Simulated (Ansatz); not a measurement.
## Zn, element substitutions

Base system: Zn in the hcp (Mg type) structure (space group P6_3/mmc, No. 194).

```yaml
crystal:
  lattice:
    - [2.63583, 0.00000, 0.00000]
    - [-1.31791, 2.28270, 0.00000]
    - [0.00000, 0.00000, 4.65726]
  atoms:
    - { symbol: Zn, position: [0.33333, 0.66667, 0.75000] }
    - { symbol: Zn, position: [0.66667, 0.33333, 0.25000] }
```

Each row replaces one element on all its sites; cell and atoms are relaxed.

Calculations: PBEsol in Ansatz (plane waves to 420 eV, PAW, without spin-orbit coupling).

Candidates:
(a) Zn → V
(b) Zn → Mg
(c) Zn → Ni

Base values:

- Lattice parameter a: 2.636 Å

Question: Order them by lattice parameter a, lowest first.

Answer: (c) Zn → Ni (2.447 Å), (a) Zn → V (2.574 Å), (b) Zn → Mg (3.167 Å)

The magnetic state is the one reached from the starting moments; the real material's order can differ, and small cells can't hold many antiferromagnetic ones. Whether these cells are dynamically stable was not tested. For V in this form, whether it has been made was not checked. Seeded moments were not kept for Zn → V. Spin-polarised in the final run: Ni; the other runs are not. This is not the structure that V has at room temperature and ambient pressure. This is not the structure that Ni has at room temperature and ambient pressure.

Ansatz is a program for electronic structure.
